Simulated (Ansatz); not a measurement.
The reference is SiC (space group P6_3mc, No. 186; a = 3.078 Å, c = 10.076 Å). Axes: x lies along a and z along c of the hexagonal cell.

Computed with Ansatz (an electronic-structure program), PBEsol, PAW, cutoff 420 eV, scalar-relativistic without spin-orbit coupling.

For the base:

* **Band gap**: 2.12 eV
* **Valence-band top at Γ**: 0.00, 0.00, -0.05 eV

The change: the cell is stretched by 1.50 % along z with no lateral relaxation, atoms relaxed at fixed cell.

Question: How does this affect the energy relative to the base?

Answer: The energy goes up by 3.9 meV/atom.

Question: What happens to the band gap?

Answer: The band gap shrinks by 0.10 eV (2.12 eV → 2.02 eV).

Question: How does this affect the valence-band top at Γ?

Answer: The valence-band top at Γ (three highest levels, from the VBM) changes from 0.00, 0.00, -0.05 eV to 0.00, 0.00, -0.19 eV.

Question: How does this affect the stress?

Answer: The stress (xx, yy, zz, yz, xz, xy; compression positive) comes out as (-0.80, -0.80, -7.91, 0.00, 0.00, 0.00) GPa.

The cells carry an imposed strain or load. Whether these cells are dynamically stable was not tested.
